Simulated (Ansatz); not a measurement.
A self-consistent single point of LuCl3 (P3m1, 8 atoms in the cell) with Ansatz (a quantum-chemistry and plane-wave program).

Level of theory: LDA (PW92), default PAW files made with PBE (plane waves; Ansatz).

The change in words: lattice scaled by 0.98; kpoints.mp_grid.grid: 3 3 7 → 2 2 4. Reference geometry:
```
CELL_PARAMETERS angstrom
      9.41660     0.00000     0.00000
     -4.70830     8.15502     0.00000
      0.00000     0.00000     3.45521
ATOMIC_POSITIONS crystal
  Lu 0.66667 0.33333 0.26447
  Lu 0.33333 0.66667 0.75000
  Cl 0.78410 0.21590 0.75000
  Cl 0.21590 0.78410 0.25000
  Cl 0.56820 0.78410 0.25000
  Cl 0.43180 0.21590 0.75000
  Cl 0.78410 0.56820 0.75000
  Cl 0.21590 0.43180 0.25000
```

Reference input (self-consistent single point, DFT, LDA (PW92), plane waves, default PAW files made with PBE): basis.ecutwfc = 420 eV; kpoints.mp_grid.grid = 3 3 7; hamiltonian.xc = lda; hamiltonian.pseudopotentials = {kind: paw} (the program's default PAW files); scf.occupations.method = fixed. This run's input differs from it in these lines:

Ansatz 0.2 input:
```diff
@@ -3,14 +3,14 @@
   lattice:
-    - [9.416600, 0.000000, 0.000000]
-    - [-4.708300, 8.155015, 0.000000]
-    - [0.000000, 0.000000, 3.455207]
+    - [9.228268, 0.000000, 0.000000]
+    - [-4.614134, 7.991915, 0.000000]
+    - [0.000000, 0.000000, 3.386103]
   atoms:
-    - { symbol: Lu, position_ang: [4.708305, 2.718336, 0.913802] }
-    - { symbol: Lu, position_ang: [-0.000005, 5.436679, 2.591405] }
-    - { symbol: Cl, position_ang: [6.367034, 1.760668, 2.591405] }
-    - { symbol: Cl, position_ang: [-1.658734, 6.394347, 0.863802] }
-    - { symbol: Cl, position_ang: [1.658734, 6.394347, 0.863802] }
-    - { symbol: Cl, position_ang: [3.049566, 1.760668, 2.591405] }
-    - { symbol: Cl, position_ang: [4.708300, 4.633680, 2.591405] }
-    - { symbol: Cl, position_ang: [-0.000000, 3.521335, 0.863802] }
+    - { symbol: Lu, position_ang: [4.614139, 2.663969, 0.895526] }
+    - { symbol: Lu, position_ang: [-0.000005, 5.327946, 2.539577] }
+    - { symbol: Cl, position_ang: [6.239693, 1.725454, 2.539577] }
+    - { symbol: Cl, position_ang: [-1.625559, 6.266461, 0.846526] }
+    - { symbol: Cl, position_ang: [1.625559, 6.266461, 0.846526] }
+    - { symbol: Cl, position_ang: [2.988575, 1.725454, 2.539577] }
+    - { symbol: Cl, position_ang: [4.614134, 4.541006, 2.539577] }
+    - { symbol: Cl, position_ang: [-0.000000, 3.450909, 0.846526] }
 basis:
@@ -18,3 +18,3 @@
 kpoints:
-  mp_grid: { grid: [3, 3, 7] }
+  mp_grid: { grid: [2, 2, 4] }
 hamiltonian:
```

The program printed (abridged):

```
SCF iter   1: F=—  HF=-35267.199568 eV  |F-HF|=—  |Δ(HF+E_count)|=         —  Δρ=6.04e-3  dr2=1.02e-1  ethr=1.77e-3  ⟨swp⟩=5.0  Hψ=1156  notcnv=0  defer=42
all-band conjugate gradients solve this SCF's bands
preconditioner: auto → Resta (q_TF=auto, 2.310 Å⁻¹)
SCF iter   2: F=—  HF=-35267.175375 eV  |F-HF|=—  |Δ(HF+E_count)|=   2.42e-2  Δρ=3.10e-3  dr2=2.03e-2  ethr=1.10e-4  ⟨swp⟩=2.5  Hψ=601  notcnv=0  defer=48
   [... lines left out ...]
SCF iter   6: F=—  HF=-35267.169914 eV  |F-HF|=—  |Δ(HF+E_count)|=   2.61e-4  Δρ=3.50e-5  dr2=4.18e-6  ethr=4.66e-8  ⟨swp⟩=2.0  Hψ=571  notcnv=0  defer=31
SCF iter   7: F=—  HF=-35267.169915 eV  |F-HF|=—  |Δ(HF+E_count)|=   1.24e-6  Δρ=7.89e-6  dr2=1.65e-7  ethr=4.54e-9  ⟨swp⟩=2.3  Hψ=555  notcnv=0  defer=31
SCF iter   8: F=—  HF=-35267.169916 eV  |F-HF|=—  |Δ(HF+E_count)|=   1.66e-7  Δρ=7.42e-6  dr2=1.16e-7  ethr=1.09e-10  ⟨swp⟩=15.3  Hψ=2355  notcnv=0
SCF iter   9: F=-35267.169915 eV  HF=-35267.169915 eV  |F-HF|=6.67e-8  |Δ(HF+E_count)|=   1.41e-7  Δρ=2.37e-6  dr2=1.55e-8  ethr=1.09e-10  ⟨swp⟩=5.7  Hψ=1501  notcnv=0
SCF 1 converged in 9 iterations: F = -35267.169915 eV  dr2 = 1.55e-8
Free energy (F): -35267.169915 eV
Internal energy: -35267.169915 eV  (E = F + TS)
E sigma→0 (E₀):  -35267.169915 eV
Fermi energy:    1.668250 eV
--- Forces (eV/Å), atoms counted from 1 ---
  atom   1  Lu    -0.00000000     0.00000000    -0.44325310
  atom   2  Lu     0.00000000    -0.00000000     0.00065675
  atom   3  Cl     0.43813049    -0.25295476     0.14819804
  atom   4  Cl    -0.42155917     0.24338730    -0.00067548
  atom   5  Cl     0.42155917     0.24338730    -0.00067548
  atom   6  Cl    -0.43813049    -0.25295476     0.14819804
  atom   7  Cl     0.00000000     0.50590951     0.14819804
  atom   8  Cl     0.00000000    -0.48677460    -0.00067548
--- Stress (GPa, compression-positive) ---
        1.318572       0.000000       0.000000
        0.000000       1.318572      -0.000000
        0.000000      -0.000000       2.049680
  P = ⅓ Tr σ = 1.5623 GPa (15.623 kbar)
  The stress holds the Pulay correction. Without it, at fixed plane waves, as pw.x and ABINIT print it: P = 1.5460 GPa
```

The run converged in 9 iterations. Against the reference run the free energy rises by 3.9 meV/atom, the pressure goes from -1.17 to 1.56 GPa, the largest force goes from 0.322 to 0.527 eV/Å and the gap on the mesh goes from 3.374 to 3.327 eV.

The starting cell comes from a database of computed structures (which also holds hypothetical and non-ambient phases and stackings), without a prior relaxation at this level. Its lattice was rescaled by up to half a per cent. One atom was moved a little off its site on purpose. For this run, on top of that: lattice scaled by 0.98. Spin-orbit coupling is off. Ansatz's pressure includes its estimate of the finite-basis (Pulay) stress.
